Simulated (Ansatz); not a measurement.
Reference: CdSe (P6_3mc), PBEsol, rigid bands (plane waves, PAW, scalar-relativistic; Ansatz, a first-principles code); geometry: cell and atoms relaxed with PBEsol.

```xyz
4
Lattice="4.3018 0.0000 0.0000 -2.1509 3.7255 0.0000 0.0000 0.0000 7.0217" Properties=species:S:1:pos:R:3 pbc="T T T"
Cd     2.1509     1.2418     3.5115
Cd     0.0000     2.4836     7.0223
Se     2.1509     1.2418     6.1494
Se     0.0000     2.4836     2.6386
```

The band gap comes out as 0.54 eV. The electron conductivity mass comes out as 0.067 mₑ and the Seebeck coefficient, n-type 1e19 cm⁻³ comes out as -49 μV/K.

Problem. Swap Se for S, keeping the structure type. How do these values move?

Solution. CdS (P6_3mc): volume per atom 28.1 to 24.7 Å³; band gap rises (0.54 eV to 1.09 eV); electron conductivity mass rises (0.067 mₑ to 0.133 mₑ); Seebeck coefficient, n-type 1e19 cm⁻³ rises in size (-49 μV/K to -81 μV/K).

Moves up to 5 % count as about the same. Masses are for dilute carriers at 300 K, harmonic means over directions unless an axis is named. Seebeck coefficients are for the stated density at 300 K, with one relaxation time for all states and whether or not that doping can be reached. Spin-orbit coupling is left out.
